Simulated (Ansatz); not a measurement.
We consider SiO2 (model structure, started from the tetragonal ZrO2 type, P4₂/nmc, No. 137, 6 atoms in the cell), described by PBEsol (Ansatz, a first-principles code, PAW).

Settings: plane-wave cutoff 520 eV, 10×10×8 k mesh (along the axes of the cell as run), Fermi–Dirac smearing 0.01 eV, scalar-relativistic PAW data made under PBE.

Cell (relaxed at this level):

```xyz
6
Lattice="2.8209 0.0000 0.0000 0.0000 2.8209 0.0000 0.0000 0.0000 8.6281" Properties=species:S:1:pos:R:3 pbc="T T T"
Si     0.0000     0.0000     0.0000
Si     1.4105     1.4105     4.3141
O      0.0000     1.4105     0.8541
O      0.0000     1.4105     5.1681
O      1.4105     0.0000     3.4600
O      1.4105     0.0000     7.7740
```

Question: What does this level give for the band gap and smallest direct gap on the k points sampled?

Answer: 
- band gap: 5.04 eV (indirect)
- smallest direct gap on the k points sampled: 5.35 eV

Note: the relaxation could raise the start's symmetry but not lower it, so the cell can be a saddle point.

Static lattice: no zero-point or thermal effects.

The result took around 17 core-seconds (rough).

A model structure was made by putting elements into a prototype or built by hand; it is no filed structure, need not be a known phase, and can be a saddle point held by its symmetry.
